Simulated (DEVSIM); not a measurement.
System: illuminated Si n-on-p cell, one wavelength, at 300 K.

| layer (left to right) | material | thickness (μm) | Nd (cm⁻³) | Na (cm⁻³) | τn (s) | τp (s) | absorption coefficient (cm⁻¹) |
|---|---|---|---|---|---|---|---|
| 1 | Si | 0.560 | 2.1e18 | - | 6.7e-9 | 9.1e-8 | 150 |
| 2 | Si | 69.0 | - | 4.9e16 | 1.9e-7 | 1.9e-7 | 150 |

Left contact: ohmic, minority hole recombination velocity 600 cm/s. Right contact: ohmic, minority electron recombination velocity 2000 cm/s. Voltage is applied to the left contact. Recombination: SRH at mid-gap, radiative, Auger. Gap narrowing is on: ΔEg = 6.92 meV × (l + √(l² + 0.5)), l = ln(N/1.3e17 cm⁻³), shared equally by both band edges. Light enters at the left, 1.1e18 photons cm⁻² s⁻¹, one pass, no reflection. Mobility is μmin + (μ − μmin)/(1 + (N/Nref)^α).

This is a model device: material constants are rounded textbook-type values typed into the input, and sizes, dopings and lifetimes were drawn at random. Values at 300 K.

```csv
parameter,Si
gap (eV),1.124
affinity (eV),4.05
permittivity,11.7
Nc (cm⁻³),2.86e19
Nv (cm⁻³),3.1e19
μn (cm²/Vs),1417
μp (cm²/Vs),470
"μn,min",52
"μp,min",45
"Nref,n",9.7e16
"Nref,p",2.2e17
αn,0.68
αp,0.72
B (cm³/s),4.7e-15
Cn (cm⁶/s),2.8e-31
Cp (cm⁶/s),9.9e-32
```

Model (solved in DEVSIM): 1D drift-diffusion, Boltzmann statistics, complete ionisation; no tunnelling, impact ionisation, image-force lowering or self-heating.

The photon flux was swept, all else fixed.

```tsv
photon flux (cm^-2 s^-1)	largest power (mW/cm²)	short-circuit current (mA/cm²)	open-circuit voltage (V)	share of generated pairs collected at short circuit
3.3e16	0.515	1.31	0.501	0.381
1.1e17	1.86	…	…	0.381
3.3e17	5.96	13.1	0.562	0.381
1.1e18	21.3	43.6	0.594	0.382
3.3e18	67.4	131	0.622	0.382
1.1e19	239	437	0.654	0.383
3.3e19	756	1320	0.682	0.386
```

**Question.** What belongs in the gaps?

**Answer.** 
- 1.1e17, short-circuit current (mA/cm²): 4.35
- 1.1e17, open-circuit voltage (V): 0.533
